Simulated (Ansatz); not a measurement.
Take Pt in the fcc (Cu type) structure (space group Fm-3m, No. 225; relaxed with 0.1 eV smearing) as the base.

```xyz
1
Lattice="0.0000 1.9477 1.9477 1.9477 0.0000 1.9477 1.9477 1.9477 0.0000" Properties=species:S:1:pos:R:3 pbc="T T T"
Pt     0.0000     0.0000     0.0000
```

Cartesian axes are those of the cell as printed.

Calculations: DFT with LDA, PAW potentials and a 420 eV plane-wave cutoff in Ansatz (a program for electronic structure), no spin-orbit coupling.

Base values:

* **Shortest interatomic distance**: 2.754 Å

Now apply this change: biaxial strain +2.00 %, plane normal [001], relaxed out of plane (Cartesian); in-plane vectors clamped, the third vector and the atoms free.

How does this affect the ratio −ε⊥/ε∥, energy relative to the base and shortest interatomic distance?

The ratio −ε⊥/ε∥ comes out as 1.43; the energy goes up by 8.7 meV/atom; the shortest interatomic distance drops by 0.011 Å (2.754 Å → 2.743 Å).

Stability against distortions was not tested. The final runs are not spin-polarised.
